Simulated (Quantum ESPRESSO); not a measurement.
**Quick settings and what they miss: NaNiO2 (P2_1/c, 8 atoms in the cell)**

Self-consistent single point.

```
NaNiO2
1.0
    5.50478     0.00000     0.00000
    0.00000     3.05790     0.00000
   -1.44780     0.00000     4.89288
Na Ni O
2 2 4
Direct
  0.50000   0.50000   0.50000
  0.50000   0.00000   0.00000
  0.00000   0.50000   0.00000
  0.00000   0.00000   0.50000
  0.80556   0.45579   0.26238
  0.19444   0.54421   0.73762
  0.19444   0.95579   0.23762
  0.80556   0.04421   0.76238
```
Moments meant for the start (each program seeds them in its own way; μB, in the order of the atoms Na Na Ni Ni O O O O): 0.0 0.0 2.0 2.0 0.0 0.0 0.0 0.0.

Computed with LDA (PZ)+U, GBRV 1.5 ultrasoft (LDA) pseudopotentials (plane waves; Quantum ESPRESSO).

Base settings: ecutwfc = 50 Ry; ecutrho = 400 Ry; occupations = smearing; smearing = fermi-dirac; degauss = 0.000734986 Ry; nspin = 2; potentials = {Na: na_lda_v1.5.uspp.F.UPF, Ni: ni_lda_v1.4.uspp.F.UPF, O: o_lda_v1.2.uspp.F.UPF}; K_POINTS = automatic 3 5 4 0 0 0; HUBBARD = ortho-atomic; U Ni-3d 6.2 eV; conv_thr = 1e-10 Ry; mixing_beta = 0.4.

Tight run (finer mesh or higher cutoff; not a proven limit): ecutwfc: 50 Ry → 70 Ry; ecutrho: 400 Ry → 560 Ry; conv_thr: 1e-10 Ry → 7.3e-11 Ry; K_POINTS: automatic 3 5 4 0 0 0 → automatic 5 7 6 0 0 0. It gave top of the valence band (on the code's own zero) 7.96 eV; gap on the k-point mesh 0.19 eV; pressure -10.90 GPa; largest force (vector length) 0.507 eV/Å; size of the cell's spin moment 2.00 μB; site moments (μB, in the program's spheres or projections) Na 0.00, Na 0.00, Ni 1.06, Ni 1.06, O -0.05, O -0.05, O -0.05, O -0.05.

Quick runs, as changes from the base:
- A: the base itself
- B: ecutwfc: 50 Ry → 45 Ry; ecutrho: 400 Ry → 360 Ry; pseudopotentials: {Na: na_lda_v1.5.uspp.F.UPF, Ni: ni_lda_v1.4.uspp.F.UPF, O: o_lda_v1.2.uspp.F.UPF} → {Na: Na_ONCV_PBE-1.0.oncvpsp.upf, Ni: ni_pbe_v1.4.uspp.F.UPF, O: O.pbe-n-kjpaw_psl.0.1.UPF}; K_POINTS: automatic 3 5 4 0 0 0 → automatic 3 3 3 0 0 0; input_dft: default → pbesol [PBEsol+U]
- C: ecutwfc: 50 Ry → 40 Ry; ecutrho: 400 Ry → 320 Ry; K_POINTS: automatic 3 5 4 0 0 0 → automatic 2 2 2 0 0 0

Dashes: energy of B, another energy zero.

Gaps are read on each run's own mesh, which may miss the band edges.

† marks runs with another functional, U, potentials or spin treatment: their distance from the tight run is not a convergence error alone.

The count of work is k-points × plane waves × bands × iterations; it is no time. Core times come from one kind of shared machine and are given to one figure; runs under 30 s give none.

The starting cell comes from a database of computed structures (which also holds hypothetical and non-ambient phases and stackings), without a prior relaxation at this level. Its lattice was rescaled by a random factor within 2.5 % of one. The magnetic order is the one reached from the typed start; others were not searched systematically. With U or open f shells several self-consistent states can exist. In the base run, with a pressure of about -11 GPa the cell is away from its equilibrium volume at this level.

```csv
run,energy less tight (meV/atom),pressure less tight (GPa),largest miss in a force vector (eV/Å),gap on the mesh less tight (eV),count of work / tight,core time / tight (rough)
A,4.4,-0.14,0.015,0.118,0.20,0.3
B†,–,6.32,0.292,0.126,0.077,0.1
C,29.2,-1.61,0.488,0.169,0.054,0.09
```

Among the runs at the tight run's level, the energy misses run from 4.4 to 29.2 meV/atom.

Left out of this page: 3 runs of the series outside the window shown, repeating another row's setting, or not comparable.
